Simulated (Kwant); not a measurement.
Model: Hückel tight-binding model, one pz orbital an atom, one spin, coherent transport at 0 K (Kwant). Conductance is in e²/h.

Model system: π system c1ccc2ncccc2c1 between two chain leads. The π system is taken as planar. Atoms are numbered from 0 in the order of the SMILES. Site energies (eV, carbon 0): [0.0, 0.0, 0.0, 0.0, -1.5, 0.0, 0.0, 0.0, 0.0, 0.0]. Bonds (i, j, β in eV): (0,1,-3) (1,2,-3) (2,3,-3) (3,4,-3) (4,5,-3) (5,6,-3) (6,7,-3) (7,8,-3) (8,9,-3) (9,0,-3) (8,3,-3). Leads: chains of hopping −4.5 eV, joined by −0.9 eV to atoms 1 and 2.

Site energies and bond integrals are typed Hückel values.

Sweep values stay those of the base run.

One input was changed, with this effect: transmission at E = 0 0.0064 → 4.4e-5.

Q: Which change was it?
(A) contacts moved from atoms [1, 2] to [2, 9]
(B) contacts moved from atoms [1, 2] to [1, 5]
(C) contacts moved from atoms [1, 2] to [0, 1]
(D) contacts moved from atoms [1, 2] to [0, 5]
(E) contacts moved from atoms [1, 2] to [1, 9]
(F) contacts moved from atoms [1, 2] to [5, 9]

A: E, contacts moved from atoms [1, 2] to [1, 9]
